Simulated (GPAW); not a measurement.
Input and output of a self-consistent single point for RbBr (Fm-3m, 2 atoms in the cell) (GPAW).

Level of theory: PBE, GPAW PAW datasets PBE (gpaw-data 1.0.1) (plane waves; GPAW).

The change in words: lattice scaled by 0.98. Reference geometry:
```
RbBr
1.0
    0.00000     3.45249     3.45249
    3.45249     0.00000     3.45249
    3.45249     3.45249     0.00000
Rb Br
1 1
Direct
  0.00000   0.00000   0.00000
  0.50000   0.50000   0.50000
```

Reference input (self-consistent single point, DFT PBE, plane waves, GPAW PAW datasets PBE (gpaw-data 1.0.1)): mode = pw; ecut = 550 eV; xc = PBE; kpts = 7 7 7; mesh shift (steps) = 0 0 0; occupations.name = fixed-uniform; nbands = -8; convergence.bands = -6; symmetry.symmorphic = false; symmetry.tolerance = 0.0005; maxiter = 150. This run's input differs from it in these lines:

```diff
@@ -5,5 +5,5 @@
 atoms = Atoms(['Rb', 'Br'],
-              cell=[[0.000000, 3.452494, 3.452494],
-                    [3.452494, 0.000000, 3.452494],
-                    [3.452494, 3.452494, 0.000000]],
+              cell=[[0.000000, 3.383444, 3.383444],
+                    [3.383444, 0.000000, 3.383444],
+                    [3.383444, 3.383444, 0.000000]],
               scaled_positions=[[0.000000, 0.000000, 0.000000],
```

The program printed (abridged):

```
     iter     time        total  log10-change:
                         energy   eigst   dens
iter:   1 --:--:--    -6.155591   +1.11
iter:   2 --:--:--    -6.126567   +0.11  -1.30
iter:   3 --:--:--    -6.010096   -0.90  -1.33
iter:   4 --:--:--    -6.010530   -2.19  -1.63
iter:   5 --:--:--    -6.026632   -2.55  -1.62
iter:   6 --:--:--    -6.025048   -3.11  -1.99
iter:   7 --:--:--    -6.023991c  -4.40  -2.45
iter:   8 --:--:--    -6.023956c  -5.11  -2.90
iter:   9 --:--:--    -6.023932c  -6.17  -3.16
iter:  10 --:--:--    -6.023946c  -5.32  -3.31
iter:  11 --:--:--    -6.023946c  -6.94  -4.28c
iter:  12 --:--:--    -6.023946c  -7.97c -4.48c
Converged after 12 iterations.

Dipole moment: (-0.000000, -0.000000, -0.000000) |e|*Ang

Energy contributions relative to reference atoms: (reference = -152005.600152)

Kinetic:        +11.617424
Potential:      -10.713297
External:        +0.000000
XC:              -6.870115
Entropy (-ST):   +0.000000
Local:           -0.057958
SIC:             +0.000000
--------------------------
Free energy:     -6.023946
Extrapolated:    -6.023946

Showing only first 2 kpts
 Kpt  Band  Eigenvalues  Occupancy
  0     6      0.13350    2.00000
  0     7      0.13350    2.00000
  0     8      4.60063    0.00000
  0     9      7.42536    0.00000

  1     6      0.08920    2.00000
  1     7      0.08920    2.00000
  1     8      5.19578    0.00000
  1     9      6.93003    0.00000

Fermi level: 2.36707

Gap: 4.467 eV
Transition (v -> c):
  (s=0, k=0, n=7, [0.00, 0.00, 0.00]) -> (s=0, k=0, n=8, [0.00, 0.00, 0.00])
No difference between direct/indirect transitions
Energy (eV): -6.023946

Forces in eV/Ang:
  0 Rb    0.00000   -0.00000   -0.00000
  1 Br   -0.00000    0.00000   -0.00000

Stress tensor:
    -0.010736    -0.000000    -0.000000
    -0.000000    -0.010736     0.000000
    -0.000000     0.000000    -0.010736
Stress (GPa, Voigt): [-1.7201 -1.7201 -1.7201  0.     -0.     -0.    ]
```

The run converged in 12 iterations. GPAW prints stress with tension positive. Against the reference run the free energy goes up by 17.8 meV/atom, the pressure goes from 0.67 to 1.72 GPa and the gap on the mesh goes from 4.311 to 4.467 eV.

The starting cell comes from a database of computed structures (which also holds hypothetical and non-ambient phases and stackings), without a prior relaxation at this level. Its lattice was rescaled by a random factor within 2.5 % of one. For this run, on top of that: lattice scaled by 0.98.
